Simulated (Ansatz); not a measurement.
Here is the system:

```yaml
crystal:
  lattice:
    - [-2.73414, 2.73414, 5.34449]
    - [2.73414, -2.73414, 5.34449]
    - [2.73414, 2.73414, -5.34449]
  atoms:
    - { symbol: Cu, position: [0.00000, 0.00000, 0.00000] }
    - { symbol: Cu, position: [0.75000, 0.25000, 0.50000] }
    - { symbol: Zn, position: [0.25000, 0.75000, 0.50000] }
    - { symbol: Sn, position: [0.50000, 0.50000, 0.00000] }
    - { symbol: S, position: [0.37102, 0.89623, 0.00778] }
    - { symbol: S, position: [0.10377, 0.11154, 0.47479] }
    - { symbol: S, position: [0.88846, 0.36324, 0.99222] }
    - { symbol: S, position: [0.63676, 0.62898, 0.52521] }
```

No spin polarisation.

Method: PBE in Ansatz (plane waves to 420 eV, PAW, no spin-orbit coupling). Settings: 9×9×9 k-points, 0.05 eV Fermi–Dirac smearing.

What is the computed pressure (mean of the normal stresses, compression positive)?

1.6 GPa.

What space group does the calculation give?

I-4 (No. 82).

The cells carry an imposed strain or load. No phonon test of stability was made. All final runs are without spin polarisation. The cell was made from ZnCu$_{2}$SnS$_{4}$ (space group I-4, No. 82) by this change: uniaxial strain ε_zz = −2.25 %.

Ansatz is a first-principles code.
